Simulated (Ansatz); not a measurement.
Reference: Zr₂InN (P6_3/mmc), PBEsol, DFPT electron-phonon coupling, linearised Boltzmann equation (plane waves, PAW, scalar-relativistic; Ansatz, a first-principles code); geometry: relaxed with this functional, without spin-orbit coupling.

```
CELL_PARAMETERS angstrom
      3.26441     0.00000     0.00000
     -1.63221     2.82706     0.00000
      0.00000     0.00000    14.78133
ATOMIC_POSITIONS crystal
  Zr 0.66667 0.33333 0.91641
  Zr 0.33333 0.66667 0.08359
  Zr 0.33333 0.66667 0.41641
  Zr 0.66667 0.33333 0.58359
  In 0.66667 0.33333 0.25000
  In 0.33333 0.66667 0.75000
  N  0.00000 0.00000 0.00000
  N  0.00000 0.00000 0.50000
```

| Property | Value |
|---|---|
| resistivity at 300 K | 29 μΩ·cm |
| mean free path at 300 K | 7.7 nm |
| electron-phonon coupling λ | 0.35 |
| logarithmic mean phonon energy | 21 meV |

Replace Zr by Ti on the same sites and relax. What happens?

Ti2InN (P6_3/mmc): volume per atom 17.1 to 14.0 Å³; resistivity at 300 K stays about the same (29 μΩ·cm to 32 μΩ·cm); mean free path at 300 K stays about the same (7.7 nm to 7.8 nm); electron-phonon coupling λ rises (0.35 to 0.42); logarithmic mean phonon energy rises (21 meV to 26 meV).

Moves up to 15 % count as about the same. Metals; harmonic phonons alone scatter; means over directions. The mean free path is weighted by the current that each state carries. Halving the electron mesh moves these values by up to 10 %; q meshes are mostly untested. Spin-orbit coupling is left out.

Computed structure with no diffraction record at hand here (it may be known, metastable or hypothetical): Ti2InN (P6_3/mmc), Zr2InN (P6_3/mmc).
